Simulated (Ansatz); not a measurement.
The reference is Ge in the diamond structure (space group Fd-3m, No. 227; a = 5.6727 Å). Axes: x, y, z lie along the cube axes.

Computed with r2SCAN/PAW in Ansatz (a program for electronic structure), no spin-orbit coupling, earlier PAW set.

For the base:

```
Quantity                        Result
-----------------------------  -------
Shortest interatomic distance  2.456 Å
Smallest direct gap            0.37 eV
```

It is then changed as follows: the cell is compressed by 3.65 % along y with no lateral relaxation; the atoms relax in the strained cell.

How does this affect the shortest interatomic distance?

The shortest interatomic distance decreases by 0.0295 Å, from 2.456 Å to 2.427 Å.

What happens to the smallest direct gap?

The smallest direct gap increases by 0.15 eV to 0.52 eV.

What does the calculation give for the stress after the change?

The stress (xx, yy, zz, yz, xz, xy; compression positive) comes out as (1.92, 4.87, 1.92, 0.00, 0.00, 0.00) GPa.

Whether these cells are dynamically stable was not tested. The real Ge has an indirect gap at ambient pressure; r2SCAN orders its close-lying valleys differently. A zero or small gap of Ge under uniaxial strain ε_yy = −3.65 % can be the functional's error rather than a property of the material.
